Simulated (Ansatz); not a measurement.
H2O on the 1x1 (0001) surface of corundum (cut with top plane Al), one in a 1x1 cell, started at the site 'top Al'

Host crystal: corundum, with a band gap (PBE, scalar-relativistic without spin-orbit coupling).

Calculation: r2SCAN, at the PBE geometry (plane waves to 500 eV, PAW; Ansatz, a program for electronic structure).

Set-up: 23 atoms, 6.7 Å thick at the start under the adsorbate (thin: gaps and levels are the slab's own); mesh 6x6x1; 0.01 eV smearing; dipole correction on; single point; no symmetry held, on the structure that PBE left; no spin, no spin-orbit, no U, no dispersion correction. At the end it is bonded to Al. In PBE it is, or lies within 0.03 eV of, the lowest of the starts that converged; the order may differ at this level.

The adsorption energy against H2O(g) at the same level comes out as -1.13 eV. The gap of the slab on its k-mesh comes out as 4.10 eV and the highest filled level below the top vacuum level is 5.19 eV. The change of the step from the bottom to the top vacuum level, against the clean slab comes out as -1.75 eV and the height of the binding atom over the mean of the host atoms within 0.3 Å of the top one is 2.039 Å. The nearest host atoms of the binding atom comes out as Al at 2.02 Å, O at 2.59 Å, O at 2.76 Å and the caution is the clean host was not checked against rearrangement in a larger or rattled cell. The note comes out as in the relaxation the adsorbate left its starting site by 0.7 Å. The cost is roughly 110 core-seconds.

A negative adsorption energy means that the adsorbate is more stable on the surface than in its reference.
